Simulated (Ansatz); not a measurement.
## BaTiO3, pressure series

Base system: BaTiO3 in the cubic perovskite structure (space group Pm-3m, No. 221).

```
BaTiO3
1.0
    3.99404     0.00000     0.00000
    0.00000     3.99404     0.00000
    0.00000     0.00000     3.99404
Ba Ti O
1 1 3
Cartesian
  0.00000   0.00000   0.00000
  1.99702   1.99702   1.99702
  0.00000   1.99702   1.99702
  1.99702   1.99702   0.00000
  1.99702   0.00000   1.99702
```

Cell and atoms are relaxed at each pressure.

Computed with r2SCAN/PAW in Ansatz (an electronic-structure program), no spin-orbit coupling.

| variant | band gap | density |
|---|---|---|
| base | 2.17 eV | 6.08 g/cm³ |
| pressure −2 GPa | 2.14 eV | 6.01 g/cm³ |
| pressure −1 GPa | 2.16 eV | 6.04 g/cm³ |
| pressure 3 GPa | 2.21 eV | 6.18 g/cm³ |
| pressure 7 GPa | 2.26 eV | 6.30 g/cm³ |
| pressure 15 GPa | 2.35 eV | 6.52 g/cm³ |
| pressure 30 GPa | 2.41 eV | 6.89 g/cm³ |
| pressure 50 GPa | 2.44 eV | 7.31 g/cm³ |
| pressure 75 GPa | 2.43 eV | 7.75 g/cm³ |
| pressure 100 GPa | 2.39 eV | 8.13 g/cm³ |

Load acts through the strain it causes; cell and atoms are relaxed under it. No phonon test of stability was made. No other phases were tried under pressure. The final runs are not spin-polarised. Many cubic perovskites are stable only at high temperature; tilts and polar distortions were not tested. This is not the structure that BaTiO3 has at room temperature and ambient pressure.
